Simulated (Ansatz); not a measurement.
Start from Re in the hcp (Mg type) structure (space group P6_3/mmc, No. 194; relaxed with 0.1 eV smearing).

```
Re
1.0
    2.77642     0.00000     0.00000
   -1.38821     2.40445     0.00000
    0.00000     0.00000     4.48093
Re
2
Cartesian
  1.38821   0.80148   3.36070
  0.00000   1.60297   1.12023
```

All numbers come from PBE/PAW in Ansatz (an electronic-structure program), spin-orbit coupling left out.

Strains are applied to the cell and any free atomic positions relax.

One change was made to it. Results:

```tsv
quantity	base	after
energy relative to the base (free energy F)	0 meV/atom	+88 meV/atom
pressure (mean of the normal stresses, compression positive)	0.0 GPa	-22.8 GPa
```

### Question
Name the change that was made.
A) isotropic strain +1.00 %
B) isotropic strain −3.00 %
C) isotropic strain +1.50 %
D) isotropic strain −1.00 %
E) isotropic strain +2.50 %

### Answer
E, isotropic strain +2.50 %. For comparison, the energy relative to the base in the other runs: isotropic strain +1.50 % gives +33 meV/atom; isotropic strain −3.00 % gives +153 meV/atom; isotropic strain −1.00 % gives +16 meV/atom; isotropic strain +1.00 % gives +15 meV/atom.

Stability against distortions was not tested. All final runs are without spin polarisation.
